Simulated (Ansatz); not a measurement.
## HgS: biaxial strain +2.50 %, plane normal [001], relaxed out of plane

Take HgS in the zinc blende structure (space group F-43m, No. 216; a = 5.8119 Å) as the base. Axes: x, y, z lie along the cube axes.

Modification: tensile biaxial strain of 2.50 % in the plane normal to [001], as in epitaxy on a mismatched substrate; the out-of-plane cell vector and the atoms relax.

Computed with Kohn–Sham DFT with the LDA functional, run in Ansatz (a quantum-chemistry and plane-wave program) with PAW and 420 eV plane waves, without spin-orbit coupling. Settings: 10×10×10 k-points, 0.05 eV Fermi–Dirac smearing.

* **Volume per atom**: 24.75 Å³ (base 24.54 Å³)
* **Space group**: I-4m2 (No. 119) (base F-43m (No. 216))
* **Shortest interatomic distance**: 4.774 bohr (base 4.756 bohr)
* **Energy relative to the base (free energy F)**: +4.0 meV/atom
* **Band gap**: zero (base zero)
* **Valley order (the lowest conduction-band minima on the path, energy above the VBM, named in the base's zone)**: Γ 0.03 eV; L along [1-1-1] 1.31 eV
* **Out-of-plane strain**: -4.01 % (rough)
* **Mean in-plane stress (compression positive)**: -1.0 GPa (rough)

Without a gap, meshes like the base's 10×10×10 leave anisotropic stresses uncertain by several tenths of a GPa, and small strain energies with them. Spin-orbit coupling, missing from the scalar runs, can matter with Hg. Stability against distortions was not tested. All final runs are without spin polarisation. Gaps under 0.05 eV, about the width of the smearing, are given as zero. The zero or small gap of HgS can change with the level of theory.
